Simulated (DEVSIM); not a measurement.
System: Cr/Al2O3/n-Si capacitor, at 500 K.

Layer 1 from the left is Al2O3, thickness (nm) 4.10. Layer 2 from the left is Si, thickness (nm) 620, Nd (cm⁻³) 8.7e17.

Metal gate on the left, work function 4.5 eV. Fixed charge at the semiconductor interface 2.6e12 cm⁻² (in units of +e); no interface traps.

The device is made up for the run: typed textbook-type constants, with dimensions and the other settings drawn at random. Values at 300 K; Nc and Nv go as T^1.5, mobilities as T to minus their exponent, the gap by Varshni's rule with the affinity fixed.

Al2O3: gap (eV) 6.8, affinity (eV) 1.35, permittivity 9. Si: gap (eV) 1.124, affinity (eV) 4.05, permittivity 11.7, Nc (cm⁻³) 2.86e19, Nv (cm⁻³) 3.1e19, Varshni α (eV/K) 0.000473, Varshni β (K) 636.

DEVSIM, 1D Poisson equation in equilibrium, Boltzmann statistics, complete ionisation; no quantum confinement or tunnelling. Metal contacts follow the ideal Schottky-Mott rule: no Fermi-level pinning, no interface dipoles.

Q: What does the simulation give for the threshold voltage (band bending 2φF), the minimum of the low-frequency capacitance, the flat-band voltage?

A: threshold voltage (band bending 2φF) -0.87 V; minimum of the low-frequency capacitance 0.325 μF/cm²; flat-band voltage 0.05 V.
